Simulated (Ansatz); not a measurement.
Start from AlN in the zinc blende structure (space group F-43m, No. 216; a = 4.378 Å).

Structures relaxed with PBEsol in Ansatz (plane waves to 420 eV, PAW, no SOC).

Base:

Simulated powder pattern, Cu Kα, λ = 1.54184 Å (kinematic, ideal powder, no thermal factors, no anomalous dispersion; the 8 strongest lines at most, above 2 %, up to 2θ = 90°):

```tsv
2θ (°)	I/Imax (%)	hkl
35.52	100	(111)
41.24	11	(200)
59.75	50	(220)
71.47	33	(311)
75.18	3.5	(222)
89.56	7.3	(400)
```

Now apply this change: every lattice vector is shortened by 0.50 %, atoms relaxed at fixed cell.

After the change:

Simulated powder pattern, Cu Kα, λ = 1.54184 Å (kinematic, ideal powder, no thermal factors, no anomalous dispersion; the 8 strongest lines at most, above 2 %, up to 2θ = 90°):

```tsv
2θ (°)	I/Imax (%)	hkl
35.70	100	(111)
41.46	11	(200)
60.08	49	(220)
71.89	33	(311)
75.63	3.5	(222)
```

The indices refer to the base's conventional cell; one index is shown for lines that coincide.

The cells carry an imposed strain or load. Stability against distortions was not tested. This is not the structure that AlN has at room temperature and ambient pressure.

Ansatz is a program for electronic structure.
